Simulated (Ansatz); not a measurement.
L1₀ (CuAu-type) FePt was calculated with r²SCAN in Ansatz (PAW).

Run with plane-wave cutoff 560 eV, 20×20×16 k mesh (along the axes of the cell as run), Fermi–Dirac smearing 0.05 eV, spin-polarised with parallel moments, scalar-relativistic PAW data made under PBE.

Computed points:

| V (Å³/atom) | E − E_lowest (meV/atom) | P (GPa) |
|---|---|---|
| 13.352 | 16.45 | 9.85 |
| 13.630 | 3.96 | 4.64 |
| 13.909 | 0.00 | 0.01 |
| 14.187 | 3.62 | -4.10 |
| 14.465 | 13.97 | -7.74 |

Estimate the bulk modulus and its pressure derivative from these points.

V0 = 13.909 Å³/atom, B0 = 218 GPa, B′ = 5.0 (fit to the energies at full precision).

Shape and atoms are relaxed at each volume.

Measured, for comparison: bulk modulus 208 GPa (room temperature, not corrected to a static lattice; as tabulated in First-principles calculations on Fe-Pt nanoclusters of various morphologies). Computed less measured: bulk modulus +4.8 %. A static lattice is as a rule a little smaller and stiffer than an uncorrected measurement, which can account for part of this in the bulk modulus.

Spin–orbit coupling is not included.

Static lattice: no zero-point or thermal effects.

Ansatz is a program for electronic structure.
